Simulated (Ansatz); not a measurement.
For SiC (model structure, started from the beta GaS type, P6₃/mmc, No. 194, 8 atoms in the cell), PBE (PAW; Ansatz, a program for electronic structure) gives:

```
Quantity                               Result
------------------------------  -------------
equilibrium lattice constant a        3.159 Å
c axis length                        14.769 Å
enthalpy of formation           0.244 eV/atom
```

Q: What does PBE-D3(BJ) (Ansatz, plane waves, PAW) give for the same quantities?

A: 
- lattice constant a: 3.145 Å (decreases by 0.4 %)
- lattice parameter c: 11.937 Å (drops by 19 %)
- formation enthalpy: 0.242 eV/atom (hardly moves)

Changes are worked out from the printed values.

Unless a cell is named, each level is at its own relaxed cell (PBE 15.95, PBE-D3(BJ) 12.78 Å³/atom).

Ansatz's density-functional and Hartree–Fock values are scalar-relativistic unless marked +SOC, with PAW data made under PBE.

A model structure was made by putting elements into a prototype or built by hand; it is no filed structure, need not be a known phase, and can be a saddle point held by its symmetry.
